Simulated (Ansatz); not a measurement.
The parent structure is CoPdO$_{2}$ (space group R-3m, No. 166; a = 2.826 Å, c = 17.754 Å (hexagonal axes); non-magnetic).

All numbers come from r2SCAN (Ansatz, a program for electronic structure; PAW; 500 eV plane waves; scalar-relativistic without spin-orbit coupling).

Before the change:

The largest site moment is 0.00 μB and the lattice parameter a is 5.340 bohr.

Now apply this change: every O is replaced by F, then cell and atoms are relaxed.

Tabulated Pauling electronegativity and covalent radius: O 3.44, 0.66 Å; F 3.98, 0.57 Å.

Predict the new largest site moment.

The largest site moment goes from zero to 2.28 μB.

Predict the new lattice parameter a.

The lattice parameter a increases by 0.074 bohr (5.340 bohr → 5.414 bohr).

No phonon test of stability was made. As relaxed here, CoPdF2 is a hypothetical phase, not in the database extracts checked. Seeded moments were not kept for the base. No Hubbard U is applied and the magnetic state is the run's own (CoPdF2 ferromagnetic; CoPdO2 non-magnetic); small cells can't hold the antiferromagnetic order that many such compounds have, so gaps and moments can be off. Spin-polarised in the final run: CoPdF2; the other runs are not. An odd electron count without spin: CoPdO2.
